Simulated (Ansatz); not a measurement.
**What holes 5.0×10^21 cm⁻³ does to SiC**

Take SiC (space group P6_3mc, No. 186; a = 3.0781 Å, c = 10.0762 Å) as the base.

It is then changed as follows: hole doping at 5.0×10^21 cm⁻³ (0.413 per cell), with a uniform compensating background at fixed cell and a 300 K Fermi–Dirac width.

Computed with PBEsol (Ansatz, an electronic-structure program; PAW; 420 eV plane waves; no spin-orbit coupling). Settings: 17×17×5 k-points, 0.0259 eV Fermi–Dirac smearing.

```tsv
quantity	base	changed	shift
gap between the host's bands	2.12 eV	2.23 eV	+0.11 eV
gap character	indirect, Γ → M	indirect, Γ → M	–
Fermi level relative to the doped band's edge (positive inside the band; to 0.05 eV)	–	+0.45 eV	–
```

Charged cell with a jellium background: band edges are those of the host's band count, energies are not comparable with the neutral cell, and many-body gap narrowing is missing. Whether these cells are dynamically stable was not tested.
